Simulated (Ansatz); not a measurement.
The parent structure is La₂O₃ (space group P-3m1, No. 164; a = 3.906 Å, c = 6.040 Å).

Calculations: PBEsol (Ansatz, a quantum-chemistry and plane-wave program, PAW, scalar-relativistic without spin-orbit coupling).

For the base:

| Quantity | Result |
|---|---|
| Lattice parameter a | 3.906 Å |

The change: a hydrostatic pressure of 3 GPa.

Question: Estimate the effect on the lattice parameter a and mean gap deformation potential ΔEg/Δln V.

Answer: The lattice parameter a falls by 0.016 Å, from 3.906 Å to 3.890 Å; the mean gap deformation potential ΔEg/Δln V amounts to +0.2 eV.

Load acts through the strain it causes; cell and atoms are relaxed under it. No phonon test of stability was made.
